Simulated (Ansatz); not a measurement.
(Hf,Ta)N: HfTaN$_{2}$

A 16-atom cell of (Hf,Ta)N started in the rock salt structure, site fractions Hf 0.500, Ta 0.500, short-range order -0.17 in the first shell of the mixed sites (0 is random, a negative value favours unlike neighbours), space group Imma at the end, an ordered arrangement that its symmetry holds.

The mixing enthalpy is taken against the end members in the rock salt type (which need not be the stable form of TaN), relaxed in the same cell and mesh, with TaN held in the symmetric form, which may not be a minimum.

Calculation: PBE (plane waves to 420 eV, PAW; Ansatz, an electronic-structure program). No spin–orbit coupling; the runs are not spin-polarised. Its k-point mesh 5×5×5, Fermi–Dirac width 0.05 eV.

```
Item                                                                                                   Result
----------------------------------------------------------  -------------------------------------------------
volume per atom                                                                                      11.24 Å³
Hf–N bonds                                                       2.244 Å on average, from 2.239 to 2.250 (24)
N–Ta bonds                                                       2.236 Å on average, from 2.229 to 2.240 (24)
mixing enthalpy per site of the mixed sublattice                                                       -9 meV
departure of the mean lattice parameter from Vegard's line  under 0.15 %, inside the noise of the relaxations
```

```yaml
crystal:
  lattice:
    - [-0.00880, 4.47874, 4.48079]
    - [4.47874, -0.00880, 4.48079]
    - [4.46994, 4.46994, 0.00000]
  atoms:
    - { symbol: Hf, position: [0.00000, 0.00000, 0.00000] }
    - { symbol: Ta, position: [0.00000, 0.00000, 0.50000] }
    - { symbol: Hf, position: [0.00000, 0.50000, 0.00000] }
    - { symbol: Ta, position: [0.00000, 0.50000, 0.50000] }
    - { symbol: Ta, position: [0.50000, 0.00000, 0.00000] }
    - { symbol: Hf, position: [0.50000, 0.00000, 0.50000] }
    - { symbol: Hf, position: [0.50000, 0.50000, 0.00000] }
    - { symbol: Ta, position: [0.50000, 0.50000, 0.50000] }
    - { symbol: N, position: [0.24907, 0.24907, 0.25093] }
    - { symbol: N, position: [0.25093, 0.25093, 0.74907] }
    - { symbol: N, position: [0.25000, 0.75000, 0.25233] }
    - { symbol: N, position: [0.25000, 0.75000, 0.74856] }
    - { symbol: N, position: [0.75000, 0.25000, 0.25144] }
    - { symbol: N, position: [0.75000, 0.25000, 0.74767] }
    - { symbol: N, position: [0.74907, 0.74907, 0.25093] }
    - { symbol: N, position: [0.75093, 0.75093, 0.74907] }
```
